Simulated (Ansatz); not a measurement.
Consider CsPbCl₃ in the cubic perovskite structure (space group Pm-3m, No. 221; a = 5.521 Å). Axes: x, y, z lie along the cube axes.

Structures relaxed with Kohn–Sham DFT with the LDA functional, run in Ansatz (an electronic-structure program) with PAW and 420 eV plane waves, no spin-orbit coupling.

Base:

Simulated powder pattern, Cu Kα1, λ = 1.54056 Å (kinematic, ideal powder, no thermal factors, no anomalous dispersion; the 10 strongest lines at most, above 2 %, up to 2θ = 90°):

| 2θ (°) | I/Imax (%) | hkl |
|---|---|---|
| 16.04 | 16 | (100) |
| 22.76 | 100 | (110) |
| 32.41 | 46 | (200) |
| 39.97 | 48 | (211) |
| 46.49 | 33 | (220) |
| 52.36 | 22 | (310) |
| 62.94 | 26 | (321) |
| 72.59 | 13 | (411) |
| 77.21 | 15 | (420) |
| 86.24 | 11 | (422) |

Now apply this change: tensile biaxial strain of 0.60 % in the plane normal to [001], as in epitaxy on a mismatched substrate; the out-of-plane cell vector and the atoms relax.

Problem. Where do the lines fall after the change?

Solution. 
Simulated powder pattern, Cu Kα1, λ = 1.54056 Å (kinematic, ideal powder, no thermal factors, no anomalous dispersion; the 10 strongest lines at most, above 2 %, up to 2θ = 90°):

```json
[
 {"2θ (°)": "15.94", "I/Imax (%)": "16", "hkl": "(100)"},
 {"2θ (°)": "22.62", "I/Imax (%)": "50", "hkl": "(110)"},
 {"2θ (°)": "22.71", "I/Imax (%)": "100", "hkl": "(101)"},
 {"2θ (°)": "32.21", "I/Imax (%)": "47", "hkl": "(200)"},
 {"2θ (°)": "32.46", "I/Imax (%)": "23", "hkl": "(002)"},
 {"2θ (°)": "39.77", "I/Imax (%)": "49", "hkl": "(211)"},
 {"2θ (°)": "39.93", "I/Imax (%)": "24", "hkl": "(112)"},
 {"2θ (°)": "46.19", "I/Imax (%)": "17", "hkl": "(220)"},
 {"2θ (°)": "46.38", "I/Imax (%)": "33", "hkl": "(202)"},
 {"2θ (°)": "57.59", "I/Imax (%)": "17", "hkl": "(222)"}
]
```

The indices refer to the base's conventional cell; one index is shown for lines that coincide. The space group is now P4/mmm (No. 123).

No phonon test of stability was made. Many cubic perovskites are stable only at high temperature; tilts and polar distortions were not tested. This is not the structure that CsPbCl3 has at room temperature and ambient pressure.
